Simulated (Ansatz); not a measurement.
SiC (P6_3mc) under hydrostatic pressure (compression positive): hole mass along x by r2SCAN with spin-orbit coupling, rigid bands (plane waves, PAW; Ansatz, a program for electronic structure). The unloaded cell, whose axes the loads refer to:

CSi has the hexagonal space group P6₃mc (No. 186), the wurtzite structure, Pearson symbol hP4. Conventional cell: a = b = 3.0760 Å, c = 5.0478 Å, α = β = 90.00°, γ = 120.00°. Si on 2b sees 4 C at 1.883–1.897 Å (tetrahedral). C on 2b has 4 Si at 1.883–1.897 Å (tetrahedral). (Neighbours: up to the widest gap in distance over summed covalent radii, below 1.35, at either atom.)

```json
[
 {"hydrostatic pressure (compression positive) (GPa)": "-15", "volume per atom (Å³)": "11.19", "hole mass along x (mₑ)": "1.07"},
 {"hydrostatic pressure (compression positive) (GPa)": "-10", "volume per atom (Å³)": "10.86", "hole mass along x (mₑ)": "1.10"},
 {"hydrostatic pressure (compression positive) (GPa)": "-5", "volume per atom (Å³)": "10.59", "hole mass along x (mₑ)": "1.13"},
 {"hydrostatic pressure (compression positive) (GPa)": "0", "volume per atom (Å³)": "10.34", "hole mass along x (mₑ)": "?"},
 {"hydrostatic pressure (compression positive) (GPa)": "5", "volume per atom (Å³)": "10.12", "hole mass along x (mₑ)": "1.18"},
 {"hydrostatic pressure (compression positive) (GPa)": "10", "volume per atom (Å³)": "9.92", "hole mass along x (mₑ)": "1.21"},
 {"hydrostatic pressure (compression positive) (GPa)": "20", "volume per atom (Å³)": "9.57", "hole mass along x (mₑ)": "1.26"}
]
```

Q: Fit a straight line to ln(hole mass along x) against the load over the rows given, and predict the row at 0 GPa.

A: The means are x̄ = 0.833 GPa and ȳ = 0.1454; Σ(x − x̄)(y − ȳ) = 4.050 and Σ(x − x̄)² = 870.8, so the slope is 0.465 % per GPa, and the rows given lie within 0.41 % of the line. At 0 GPa the line gives 1.15 mₑ; the calculation gives 1.15 mₑ, 0.18 % from it.

Masses are for dilute carriers at 300 K, harmonic means over directions unless an axis is named. Stresses and pressures are the targets of the relaxation. The structure type is held at every load. Geometry: cell and atoms relaxed with PBEsol.
